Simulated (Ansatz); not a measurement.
End structure of the (111) surface of fcc Ir in its 1x1 cell, outermost plane spacing 2.23 Å in the ideal cut:

```
CELL_PARAMETERS angstrom
      2.73720     0.00000     0.00000
     -1.36860     2.37048     0.00000
      0.00000     0.00000    18.50000
ATOMIC_POSITIONS crystal
  Ir 0.33333 0.66667 0.44199
  Ir 0.66667 0.33333 0.55801
```

Slab: 2 atoms, 2.2 Å thick at the start (thin: gaps and levels are the slab's own); k 16x16x1, smearing 0.1 eV, dipole-corrected; all atoms relaxed; start symmetry kept, larger cells not searched; no spin, no spin-orbit, no U.

**Question.** Give the work function of the top face at the level Ansatz (an electronic-structure program) with PBE.

**Answer.** 5.42 eV

**Question.** Predict the surface energy (mean of both faces) from PBE.

**Answer.** 2.34 J/m^2
